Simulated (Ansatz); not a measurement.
The parent structure is BP in the zinc blende structure (space group F-43m, No. 216).

```
BP
1.0
    0.00000     2.26829     2.26829
    2.26829     0.00000     2.26829
    2.26829     2.26829     0.00000
P B
1 1
Cartesian
  1.13415   1.13415   1.13415
  0.00000   0.00000   0.00000
```

Cartesian axes are those of the cell as printed.

Computed with r2SCAN/PAW in Ansatz (a quantum-chemistry and plane-wave program), spin-orbit coupling left out.

Modification: the cell is scaled by 1.0054 in all directions, atoms relaxed at fixed cell.

Predict the stress tensor and what it implies for the stiffness.

Stress of the strained cell less that of the base (GPa, compression positive):
```
  -2.66    0.00    0.00
   0.00   -2.66    0.00
   0.00    0.00   -2.66
```

Then B = −ΔP/(ΔV/V₀) with ΔV/V₀ = 0.0163 gives secant stiffness values (nonlinear terms included at this strain): B ≈ 163 GPa.

Stability against distortions was not tested.
